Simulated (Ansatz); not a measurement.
Worked calculations on one periodic cell of amorphous Si₂₄O₄₉Zn: Si24O49Zn, 74 atoms, volume 1112.9 Å³, made by a melt-quench on the CHGNet potential and relaxed with DFT. O atoms were pushed apart under 1.9 Å during the dynamics, to hinder bonds among them. It is a model cell: composition and starting density were chosen by hand, and all elements were melted together. Cycles of charging were run to anneal it. All values below come from PBE, scalar-relativistic without spin-orbit coupling (plane waves to 420 eV, PAW; Ansatz, a first-principles code). Sampling: a 2×2×2 Γ-centred mesh; Fermi-Dirac width 0.02 eV; no spin polarisation. Its volume was held where the quench left it, its shape was free, and it stands at a mean pressure of 0.0 GPa with stress components up to 0.1 GPa; the relaxation ran on the zone centre alone. Its density went from a set 2.27 to 2.27 g/cm³. The cell is small and was quenched far faster than a real film, so it is one sample of the glass.

Q: Count formal charges (Si +4, O -2, Zn +2). What does the count lead one to expect at the Fermi level, and what does the calculation give?

A: 24 × (+4) + 49 × (-2) + 1 × (+2) = 0. The charges balance, so the anion-derived valence states can be full and a gap can open. On this mesh the highest filled and lowest empty level lie 4.54 eV apart, the PBE gap of this cell, with a localised state at one edge or both.

Four energies for an added electron at PBE on the zone centre alone (charged cells in a uniform background, spin-polarised): neutral at the neutral geometry -46455.124 eV; charged at the neutral geometry -46449.078 eV; charged and relaxed -46449.191 eV; neutral at the charged geometry -46454.313 eV.

Q: Find the two relaxation energies and their sum, the reorganisation energy.

A: On charging: -46449.078 − (-46449.191) = 0.113 eV. On discharging: -46454.313 − (-46455.124) = 0.811 eV. The sum is 0.924 eV. The carrier's level spreads over 5 of the 74 atoms' worth, so it counts as localised, most on one Zn atom with neighbours O 1.81 Å, O 1.82 Å, O 2.16 Å (neutral geometry). The values are uncorrected: the image energy of a point charge in this cell, 2.84 × 14.40 / (2 × 10.4) = 2.0 eV before screening, is screened by electrons alone at the fixed geometry and by ions too after relaxing, and the carrier can be spread before it relaxes, so each term can be off by up to that value times 1/ε∞, some tenths of an eV. PBE's self-interaction favours spread-out carriers, so a hybrid can localise more.
